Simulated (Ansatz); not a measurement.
Base system: W$_{2}$C (space group P-3m1, No. 164; a = 3.0086 Å, c = 4.6254 Å; relaxed with 0.1 eV smearing). Axes: x lies along a and z along c of the hexagonal cell.

Level of theory: plane-wave PAW DFT at the PBEsol-D3(BJ) level (Ansatz, a program for electronic structure, 420 eV), no SOC, earlier PAW set.

Strains are applied to the cell and any free atomic positions relax.

One change was made to it. Results:

| quantity | base | after |
|---|---|---|
| shortest interatomic distance | 2.101 Å | 2.076 Å |
| energy relative to the base (free energy F) | 0 meV/atom | +31 meV/atom |
| largest internal atomic displacement | – | 0.016 Å |

### Question
Name the change that was made.
A) tensor shear ε_yz = +0.84 %
B) strain tensor (xx, yy, zz, yz, xz, xy) = (−0.63, −0.24, +1.61, −0.07, +0.83, −0.10) %
C) strain tensor (xx, yy, zz, yz, xz, xy) = (−1.98, −2.30, −0.18, +0.21, +0.38, +0.78) %

### Answer
C, strain tensor (xx, yy, zz, yz, xz, xy) = (−1.98, −2.30, −0.18, +0.21, +0.38, +0.78) %. For comparison, the energy relative to the base in the other runs: tensor shear ε_yz = +0.84 % gives +1.9 meV/atom; strain tensor (xx, yy, zz, yz, xz, xy) = (−0.63, −0.24, +1.61, −0.07, +0.83, −0.10) % gives +5.5 meV/atom.

No phonon test of stability was made. The final runs are not spin-polarised.
